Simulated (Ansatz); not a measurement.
SnSe (model structure, within 0.1 Å of Fm-3m, No. 225, 6 atoms in the cell) was calculated with r²SCAN (Ansatz, a first-principles code, PAW).

Numerical settings: plane-wave cutoff 560 eV, 18×18×6 k mesh (along the axes of the cell as run), Fermi–Dirac smearing 0.05 eV, scalar-relativistic PAW data made under PBE.

Cell (relaxed at this level):

```xyz
6
Lattice="4.2574 0.0000 0.0000 -2.1287 3.6870 0.0000 0.0000 0.0000 10.4268" Properties=species:S:1:pos:R:3 pbc="T T T"
Sn    -0.7098     1.2294     6.9512
Sn     1.4189     2.4576     0.0000
Sn     1.4195     0.0000     3.4756
Se    -0.7094     1.2287     1.7378
Se     1.4193     2.4583     5.2134
Se     1.4188     0.0000     8.6890
```

### Question
What does this level give for the band gap, direct gap at Γ and bulk modulus?

### Answer

* **band gap**: 0.24 eV (on the SCF k mesh)
* **direct gap at Γ**: 2.09 eV
* **bulk modulus**: 52.8 GPa

Note: the bulk modulus is −V dP/dV from two relaxed cells at ±2 % in volume.

Spin–orbit coupling is not included.

The computed numbers hold no vibrational or temperature effects.

Cost on a shared machine: about 30 core-minutes (a rough figure).

A model structure was made by putting elements into a prototype or built by hand; it is no filed structure, need not be a known phase, and can be a saddle point held by its symmetry.
